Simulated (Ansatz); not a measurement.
# Carrier doping in YZnPO

The reference is YZnPO (space group R-3m, No. 166; a cell from a computed database, its experimental status unchecked).

```cif
data_O2P2Y2Zn2
_chemical_formula_sum 'Y2 Zn2 P2 O2'
_space_group_name_H-M_alt 'P 1'
_space_group_IT_number 1
_cell_length_a 10.23962
_cell_length_b 10.23962
_cell_length_c 10.23962
_cell_angle_alpha 21.656
_cell_angle_beta 21.656
_cell_angle_gamma 21.656
loop_
_space_group_symop_operation_xyz
  'x, y, z'
loop_
_atom_site_label
_atom_site_type_symbol
_atom_site_fract_x
_atom_site_fract_y
_atom_site_fract_z
_atom_site_occupancy
Y1 Y 0.37985 0.37985 0.37985 1
Y2 Y 0.62015 0.62015 0.62015 1
Zn1 Zn 0.19589 0.19589 0.19589 1
Zn2 Zn 0.80411 0.80411 0.80411 1
P1 P 0.88818 0.88818 0.88818 1
P2 P 0.11182 0.11182 0.11182 1
O1 O 0.30526 0.30526 0.30526 1
O2 O 0.69474 0.69474 0.69474 1
```

Carriers are added at fixed cell with a uniform background; the Fermi–Dirac width is that of 300 K.

Calculations: PBEsol (Ansatz, an electronic-structure program; PAW; 420 eV plane waves; no spin-orbit coupling).

Notes on the quantities. Fermi level from band edge: Fermi level relative to the doped band's edge (positive inside the band; to 0.05 eV).

```tsv
variant	gap between the host's bands	largest internal atomic displacement	Fermi level from band edge	gap character
undoped	1.19 eV	–	–	indirect, T → Γ–S₀ (90 % along)
electrons 2.0×10^21 cm⁻³	1.16 eV	0.018 Å	+0.25 eV	indirect, T → Γ
electrons 7.0×10^21 cm⁻³	1.14 eV	0.044 Å	+0.55 eV	indirect, T → Γ
electrons 1.0×10^22 cm⁻³	1.16 eV	0.052 Å	+0.70 eV	indirect, T → Γ
holes 2.0×10^21 cm⁻³	1.26 eV	0.015 Å	+0.50 eV	indirect, T → Γ–S₀ (90 % along)
holes 3.0×10^21 cm⁻³	1.31 eV	0.026 Å	+0.70 eV	indirect, T → Γ–S₀ (90 % along)
holes 7.0×10^21 cm⁻³	1.44 eV	0.048 Å	+1.00 eV	indirect, T → F
holes 1.0×10^22 cm⁻³	1.47 eV	0.070 Å	+1.15 eV	direct at T
```

Carriers are added with a uniform compensating background; total energy and stress of such cells depend on the potential's zero and are not compared; many-body gap narrowing is missing at this level. Semilocal Kohn–Sham gaps tend to fall short of experiment. Whether these cells are dynamically stable was not tested.
